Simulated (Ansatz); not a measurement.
Data:

```yaml
crystal:
  lattice:
    - [4.54365, 0.00738, -0.00530]
    - [0.00738, 4.59113, 0.00991]
    - [-0.00530, 0.00991, 4.57638]
  atoms:
    - { symbol: Cs, position: [0.00000, 0.00000, 0.00000] }
    - { symbol: I, position: [0.50000, 0.50000, 0.50000] }
```

No spin polarisation.

All numbers come from r2SCAN in Ansatz (plane waves to 500 eV, PAW, spin-orbit coupling left out). Settings: 7×7×7 k-points, 0.05 eV Fermi–Dirac smearing.

Task: What is the computed smallest direct gap?

Result: 4.65 eV.

Task: What band gap does the calculation give?

Result: 4.57 eV.

Task: Estimate the electron mass.

Result: 0.26 mₑ along y, 0.40 mₑ across (at Γ).

Spin-orbit coupling, missing from the scalar runs, can matter with I. The cells carry an imposed strain or load. Effective masses come from finite differences of ±0.01 Å⁻¹. Stability against distortions was not tested. The cell was made from CsI in the CsCl type structure (space group Pm-3m, No. 221) by this change: strain tensor (xx, yy, zz, yz, xz, xy) = (−1.44, −0.41, −0.73, +0.22, −0.12, +0.16) %.

Ansatz is a program for electronic structure.
